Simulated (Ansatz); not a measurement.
Effect of O on a Ba site (antisite), symmetric start on BaTiO3

Take a 15-atom supercell of BaTiO₃ in the cubic perovskite structure (space group Pm-3m, No. 221; a = 4.0195 Å) at its relaxed geometry as the base.

Modification: a neutral O on a Ba site (antisite), symmetric start, atoms relaxed at fixed cell.

Level of theory: PBE in Ansatz (plane waves to 420 eV, PAW, without spin-orbit coupling), earlier PAW set. Settings: 4×5×5 k-points, 0.01 eV Fermi–Dirac smearing.

```json
{
 "pressure": "-3.9 GPa (base 0.0 GPa)",
 "energy_gained_by_relaxation": "0.10 eV",
 "largest_displacement_of_a_host_atom_from_its_site_in_the_perfect_cell": "0.10 Å",
 "mean_distance_from_the_defect_site_to_its_nearest_host_atoms": "5.43 bohr (base 5.37 bohr)"
}
```

The magnetic state is the one reached from the starting moments; the real material's order can differ, and small cells can't hold many antiferromagnetic ones. In so small a cell the defect repeats every few ångströms: this is an ordered compound, not a dilute defect. The mesh was chosen for an insulator and is coarse for the gapless case. The defect started on the symmetric site and kept its symmetry, so it may sit on a saddle. No Hubbard U is applied, and correlation can decide whether such a compound is a metal. Spin-polarised in the final run: O on a Ba site (antisite); the other runs are not. Many cubic perovskites are stable only at high temperature; tilts and polar distortions were not tested. The defect cell is spin-polarised and ends with 4.0 μB. This is not the structure that BaTiO3 has at room temperature and ambient pressure.

Ansatz is an electronic-structure program.
